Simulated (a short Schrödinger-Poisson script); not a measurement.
Structure: single In0.53Ga0.47As/InP quantum well.

| layer | material | thickness (nm) |
|---|---|---|
| 1 | InP | 20 |
| 2 | In0.53Ga0.47As | 3 |
| 3 | InP | 20 |

Constants are typed, rounded textbook-type inputs, not results; the design itself was drawn at random and stands for no fabricated device. In0.53Ga0.47As: direct gap (eV) 0.74, conduction-band edge (eV) 0, electron mass (mₑ) 0.041, heavy-hole mass 0.38, light-hole mass 0.052. InP: direct gap (eV) 1.344, conduction-band edge (eV) 0.25, electron mass (mₑ) 0.08, heavy-hole mass 0.53, light-hole mass 0.12.

The valence-band edge of each layer lies one gap below its conduction-band edge. The electron's potential energy rises along the stack by the applied field. Mesh 0.03 nm at interfaces.

Question: Estimate e1 and hh1 for infinitely high walls at zero field, and compare with the finite well.

Answer: ħ²π²/(2mL²) gives 1019.1 meV for the electron and 110.0 meV for the heavy hole. The finite well gives 137.1 and 54.4 meV, 0.13 and 0.49 of the estimates, as the states reach into the barriers (35 % of e1 lies outside the well).

Solved with a short Schrödinger-Poisson script written for these runs: one-band effective-mass equation with BenDaniel-Duke matching, electrons, heavy and light holes apart, hard walls at the outer ends, one valence edge for both holes (no strain splitting), no charge, excitons, band mixing or non-parabolicity; under a field the levels are quasi-bound states of a box, listed while three quarters of their weight lies within 4 nm of the wells.
